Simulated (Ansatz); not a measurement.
# Ga2O3 under a change: pressure 15 GPa

Consider Ga$_{2}$O$_{3}$ (space group C2/m, No. 12; a = 12.2547 Å, b = 3.0389 Å, c = 5.8078 Å, α = γ = 90.00°, β = 103.81°).

Modification: cell and atoms relaxed at a pressure of 15 GPa.

Level of theory: DFT with r2SCAN, PAW potentials and a 500 eV plane-wave cutoff in Ansatz (an electronic-structure program), spin-orbit coupling left out, earlier PAW set. Γ-centred 11×11×6 mesh, Fermi–Dirac width 0.05 eV.

```json
[
 {"quantity": "volume per atom", "base": "10.50 Å³", "changed": "9.76 Å³", "shift": "-0.74 Å³"},
 {"quantity": "shortest interatomic distance", "base": "3.464 bohr", "changed": "3.409 bohr", "shift": "-0.055 bohr"},
 {"quantity": "enthalpy H = E + PV relative to the base's energy", "base": "–", "changed": "+0.95 eV/atom", "shift": "–"},
 {"quantity": "band gap", "base": "3.03 eV", "changed": "3.65 eV", "shift": "+0.611 eV"},
 {"quantity": "smallest direct gap", "base": "3.07 eV", "changed": "3.67 eV", "shift": "+0.60 eV"}
]
```

Final structure:

```
Ga2O3
1.0
    5.90342    -1.48912    -0.02522
    5.90342     1.48912    -0.02522
   -1.35859     0.00000     5.55623
Ga O
4 6
Direct
  0.09489   0.09489   0.79971
  0.90511   0.90511   0.20029
  0.65926   0.65926   0.31437
  0.34074   0.34074   0.68563
  0.17397   0.17397   0.11191
  0.82603   0.82603   0.88809
  0.17010   0.17010   0.55590
  0.82990   0.82990   0.44410
  0.49509   0.49509   0.24817
  0.50491   0.50491   0.75183
```

Load acts through the strain it causes; cell and atoms are relaxed under it. Stability against distortions was not tested. No other phases were tried under pressure.
